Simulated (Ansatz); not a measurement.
The cell is made up: elements placed on another compound's structure type, so the phase may be hypothetical.

Tunnelling through a barrier is set by its complex band structure: the current falls as exp(−2κd) with the smallest κ.

```xyz
10
Lattice="5.8731 0.0000 0.0000 0.0000 8.1523 0.0000 2.9365 4.0762 2.9373" Properties=species:S:1:pos:R:3 pbc="T T T"
La     3.0654     4.0762     1.4687
La     2.8077     8.1523     1.4687
Zr     5.8731     6.1142     1.5598
Zr     5.8731     2.0381     1.3775
N      4.4048     2.5686     0.0000
N      1.4683     1.5075     0.0000
O      6.5265     4.0762     1.4687
O      5.2197     8.1523     1.4687
O      1.4683     6.6078     0.0000
O      4.4048     5.6207     0.0000
```

Space group of this cell: I2_12_12_1. The cell was relaxed by PBE-D3(BJ); by r2SCAN its mean pressure is 1.4 GPa.

Transport runs along the normal of the first two printed cell vectors.

No gap correction and no spin-orbit coupling; mid-gap values are interpolated between computed energies.

Question: Predict the band gap and the smallest decay constant κ at mid-gap from r2SCAN in Ansatz (a first-principles code).

Answer: Gap 2.68 eV on a 10×10×10 mesh; κ = 0.288 1/Å, at the zone centre.
